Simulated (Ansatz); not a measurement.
fcc Al (0 0 1) on ceria (1 1 1) (film strained to the substrate, started from cuts of the bulks and a machine-learned relaxation; slabs Ce12O30 and Al30, which can lie off the formulas)

A periodic stack without vacuum, fcc Al (0 0 1) on ceria (1 1 1) (film strained to the substrate, started from cuts of the bulks and a machine-learned relaxation; slabs Ce12O30 and Al30, which can lie off the formulas): substrate slab Ce12O30, film Al30, surface cells [[-2, 3], [-1, 0]] and [[5, 3], [0, 1]], film strained by -4.4 and -0.7 %, outermost planes O/O and Al/Al as cut, which need not be the usual terminations and can put a slab off its formula.

The start was prepared with a machine-learned potential, and the result is one local minimum, with the in-plane cell held and forces under 0.04 eV/Å; the film can end far from its bulk form.

All values below come from PBE (plane waves to 420 eV, PAW; Ansatz, a quantum-chemistry and plane-wave program). Scalar-relativistic, without spin–orbit coupling; the runs are not spin-polarised; PBE gaps are too small against experiment; cerium has no Hubbard term. Its k-point mesh 3×7×1, Fermi–Dirac width 0.05 eV.

The interface area is 38.8 Å² and the period is 28.51 Å. The heights between the nearest atoms of the two slabs at the two interfaces is -0.35 and -0.35 Å. The Al–O contacts across the interfaces within 1.22 times the sum of covalent radii comes out as 20, mean 1.86 Å and the Al–Ce contacts across the interfaces within 1.22 times the sum of covalent radii comes out as 12, mean 3.62 Å.

```
Al5Ce2O5
1.0
   10.22312     0.00001     0.04813
    0.73028     3.79424    -0.03436
    0.13258    -1.75783    28.52509
Ce O Al
12 30 30
Cartesian
 10.29185   0.25597   3.48986
  7.33676   2.82279   3.50214
  3.59538   1.57899   3.31080
  8.05262   0.72881   6.62109
  5.09837   3.27205   6.50277
  1.46715   2.00245   6.54705
  5.81313   1.18785   9.68031
  2.17861  -0.07293   9.70661
  9.50079   2.45387   9.76399
  3.57092   1.63649  12.81288
 10.27978   0.38167  12.98959
  7.26526   2.91991  12.76430
  2.13780  -0.11154   2.64037
  9.48689   2.29668   2.38412
  6.04024   1.11705   2.37060
  4.10014   1.66567   0.58116
  9.35321   0.27495   0.33384
  7.41139   2.51712   0.36590
 10.24676   0.30173   5.79083
  7.30905   2.82900   5.73744
  3.64672   1.58380   5.65259
  1.40793   1.98814   4.13537
  8.07596   0.68842   4.20348
  5.17828   3.24919   4.03960
  8.03745   0.75488   8.97375
  4.37427  -0.50699   8.93008
  1.44173   2.03297   8.91366
  9.49246   2.42824   7.37170
  5.82965   1.16522   7.32808
  2.20486  -0.09581   7.33989
  5.78363   1.20115  12.09730
  2.23863  -0.06522  12.11951
  9.42623   2.50481  12.22853
  7.28638   2.87672  10.52974
  3.62008   1.62135  10.51064
 10.22570   0.36259  10.64973
  4.46871   1.35281  15.97709
  9.85277   0.72224  15.71265
  7.09734   2.71812  15.91643
  4.35175  -0.54535  13.92388
  1.51589   2.07731  13.61174
  7.83482   0.87291  13.93165
  1.17270   1.30157  19.25590
  2.76602  -0.96214  19.39684
  5.03157   0.49495  19.29650
  7.41211   1.92216  19.43733
  9.08610  -0.28340  19.23026
  0.72519   0.04341  16.86319
  3.04319   1.51321  17.09063
  5.30262   3.05938  15.61611
  6.90986  -0.17767  17.52678
  8.14279   1.15146  15.64590
  1.12908   1.33887  23.36133
  2.73313  -0.94904  23.46391
  5.03989   0.52781  23.45583
  7.38344   1.98902  23.40861
  9.01378  -0.23185  23.45366
  0.77364  -0.59159  21.34919
  3.11445   0.93891  21.41756
  4.70285  -1.38477  21.41163
  7.04090   0.07257  21.41612
  9.40210   1.63447  21.36906
  1.33615   1.84601  27.64213
  2.96974  -0.36338  27.90590
  5.98482  -0.30179  29.17434
  7.39830   1.77281  27.29881
  9.33711   0.40369  29.18683
  0.75849  -0.50676  25.43364
  3.07672   0.99864  25.52278
  4.62556  -1.33715  25.62824
  6.99726   0.08242  25.38522
  9.40881   1.67709  25.53397
```
